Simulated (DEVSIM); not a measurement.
Structure: abrupt Si n-p junction, at 300 K.

Layer 1 from the left is Si, thickness (μm) 42.0, Nd (cm⁻³) 1.2e19, τn (s) 4.9e-6, τp (s) 4.9e-6. Layer 2 from the left is Si, thickness (μm) 150, Na (cm⁻³) 2.1e15, τn (s) 4.9e-6, τp (s) 4.9e-6.

Left contact: ohmic. Right contact: ohmic. Voltage is applied to the left contact. Recombination: SRH at mid-gap, radiative, Auger. Mobility is μmin + (μ − μmin)/(1 + (N/Nref)^α).

The device is made up for the run: typed textbook-type constants, with dimensions and the other settings drawn at random. Values at 300 K.

Si: gap (eV) 1.124, affinity (eV) 4.05, permittivity 11.7, Nc (cm⁻³) 2.86e19, Nv (cm⁻³) 3.1e19, μn (cm²/Vs) 1417, μp (cm²/Vs) 470, μn,min 52, μp,min 45, Nref,n 9.7e16, Nref,p 2.2e17, αn 0.68, αp 0.72, B (cm³/s) 4.7e-15, Cn (cm⁶/s) 2.8e-31, Cp (cm⁶/s) 9.9e-32.

Model (solved in DEVSIM): 1D drift-diffusion, Boltzmann statistics, complete ionisation; no tunnelling, impact ionisation, image-force lowering or self-heating.

Dark forward current:

```tsv
|V| (V)	|J| (A/cm²)
0.05	2.191e-9
0.10	8.574e-9
0.15	3.108e-8
0.20	1.278e-7
0.25	6.321e-7
0.30	3.654e-6
0.35	2.322e-5
0.40	0.0001546
0.45	0.001050
0.50	0.007142
0.55	0.04642
0.60	0.2499
0.65	0.9855
0.70	3.035
0.75	7.940
0.80	18.57
0.85	39.88
0.90	79.31
0.95	145.1
1.00	241.3
1.05	365.2
1.10	510.7
1.15	672.3
1.20	846.3
1.25	1030
1.30	1223
```

Work out the local ideality factor n = ΔV / (kT/q · ln(J2/J1)) between the rows 0.15 and 0.20 V, 0.45 and 0.50 V, 1.25 and 1.30 V.

kT/q = 25.85 mV. From 0.15 to 0.20 V: ln(1.278e-7/3.108e-8) = 1.414, n = 1.37. From 0.45 to 0.50 V: ln(0.007142/0.001050) = 1.917, n = 1.01, near the 1 of diffusion or emission over a barrier. From 1.25 to 1.30 V: ln(1223/1030) = 0.172, n = 11.26.

Estimate the current at 0.40 V from the Shockley equation with J0 = Σ q ni² D/(N L) coth(W/L), τ joining the SRH, radiative and Auger lifetimes that are on, and W taken as the whole layer.

ni² = 1.16e20 cm⁻⁶; holes in the n layer: μ = 67.6 cm²/Vs, D = 1.75 cm²/s, τ = 2.46e-8 s, L = 2.08 μm, W/L = 20, term 1.30e-14 A/cm²; electrons in the p layer: μ = 1320 cm²/Vs, D = 34.2 cm²/s, τ = 4.90e-6 s, L = 129 μm, W/L = 1.2, term 2.85e-11 A/cm². J0 = 2.85e-11 A/cm², and J = J0 exp(qV/kT) = 0.000149 A/cm². The simulation gives 0.000155 A/cm²; the estimate lies 3.3 % below. The estimate leaves out recombination in the depletion region and that region's share of W.
